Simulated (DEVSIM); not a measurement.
Structure: Co/AlN/n-Ge capacitor, at 300 K.

```tsv
layer (left to right)	material	thickness (nm)	Nd (cm⁻³)
1	AlN	2.20	-
2	Ge	490	1.5e18
```

Metal gate on the left, work function 5 eV. Fixed charge at the semiconductor interface 0 cm⁻² (in units of +e); interface traps 1.2e10 cm⁻² eV⁻¹, uniform in energy, neutral level at 0.7 of the gap above the valence band.

The device is made up for the run: typed textbook-type constants, with dimensions and the other settings drawn at random. Values at 300 K.

```
parameter      AlN       Ge
-------------  ---  -------
gap (eV)       6.1    0.664
affinity (eV)  1.9        4
permittivity   8.5       16
Nc (cm⁻³)        -  1.04e19
Nv (cm⁻³)        -     6e18
```

DEVSIM, 1D Poisson equation in equilibrium, Boltzmann statistics, complete ionisation; no quantum confinement or tunnelling. Metal contacts follow the ideal Schottky-Mott rule: no Fermi-level pinning, no interface dipoles.

The fixed charge was swept, all else fixed.

```csv
fixed charge (cm^-2),threshold voltage (band bending 2φF) (V),flat-band voltage (V)
-5.4e12,0.44,1.20
-2.7e12,0.31,1.08
0,0.19,0.95
2.7e12,0.06,0.82
5.4e12,?,0.70
```

Complete the blanks.


- 5.4e12, threshold voltage (band bending 2φF) (V): -0.06
